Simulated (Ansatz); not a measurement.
The reference is ZnS in the zinc blende structure (space group F-43m, No. 216; a = 5.389 Å). Axes: x, y, z lie along the cube axes.

The values are results of r2SCAN (Ansatz, a program for electronic structure, PAW, spin-orbit coupling left out), not measurements.

Base values:

```
Quantity                            Result
---------------------  -------------------
Valence-band top at Γ  0.00, 0.00, 0.00 eV
```

Modification: the cell is stretched by 2.00 % along z with no lateral relaxation, atoms relaxed at fixed cell.

Problem. What happens to the energy relative to the base and valence-band top at Γ?

Solution. The energy rises by 2.6 meV/atom; the valence-band top at Γ (three highest levels, from the VBM) changes from 0.00, 0.00, 0.00 eV to 0.00, 0.00, -0.07 eV.

The levels and masses belong to the bands next to the band gap. The cells carry an imposed strain or load. No phonon test of stability was made.
